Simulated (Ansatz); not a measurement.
We consider CsCl-type CuZn, described by PBE-D3(BJ) in Ansatz (PAW).

Run with plane-wave cutoff 520 eV, 16×16×16 k mesh, Fermi–Dirac smearing 0.1 eV, perturbation theory, no spin polarisation, scalar-relativistic PAW data made under PBE.

Computed at the level's own relaxed cell.

```cif
data_CuZn
_chemical_formula_sum 'Zn1 Cu1'
_space_group_name_H-M_alt 'P 1'
_space_group_IT_number 1
_cell_length_a 2.91088
_cell_length_b 2.91088
_cell_length_c 2.91088
_cell_angle_alpha 90.000
_cell_angle_beta 90.000
_cell_angle_gamma 90.000
loop_
_space_group_symop_operation_xyz
  'x, y, z'
loop_
_atom_site_label
_atom_site_type_symbol
_atom_site_fract_x
_atom_site_fract_y
_atom_site_fract_z
_atom_site_occupancy
Zn1 Zn 0.50000 0.50000 0.50000 1
Cu1 Cu 0.00000 0.00000 0.00000 1
```

Harmonic phonon frequencies (cm⁻¹; i marks an imaginary mode):

```csv
q point,frequencies
Γ,(withheld)
X,(withheld)
M,27 27 162 170 246 246
R,155 155 155 178 178 178
```

Question: Fill in the missing entries.

Answer: 
- Γ, frequencies: 0 0 0 216 216 216
- X, frequencies: 155 155 156 156 170 191

No imaginary mode appears at these points.

Note: the dispersion coefficients are held fixed in the derivatives.

Ansatz is a program for electronic structure.
